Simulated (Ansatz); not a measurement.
The parent structure is ZnCu2SnS4 (space group I-4, No. 82; a = 5.414 Å, c = 10.822 Å).

Level of theory: r2SCAN, PAW, 500 eV (Ansatz, a quantum-chemistry and plane-wave program; no spin-orbit coupling).

Base values:

```
Property                   Value
-------------------  -----------
Band gap                 0.47 eV
c/a ratio                  1.999
Lattice parameter a      5.414 Å
Gap character        direct at Γ
```

It is then changed as follows: Hg takes the place of Cu on all its sites; the structure is relaxed again.

**Question.** Predict the new band gap, c/a ratio, lattice parameter a and gap character.

**Answer.** The band gap increases by 0.504 eV to 0.98 eV; the c/a ratio goes up by 0.042, from 1.999 to 2.041; the lattice parameter a rises by 0.463 Å (5.414 Å → 5.877 Å); the gap character goes from direct at Γ to indirect, S₀–Γ (20 % along) → X.

Spin-orbit coupling, missing from the scalar runs, can matter with Hg. Stability against distortions was not tested. As relaxed here, ZnSnHg2S4 is a hypothetical phase, not in the database extracts checked. The final runs are not spin-polarised.
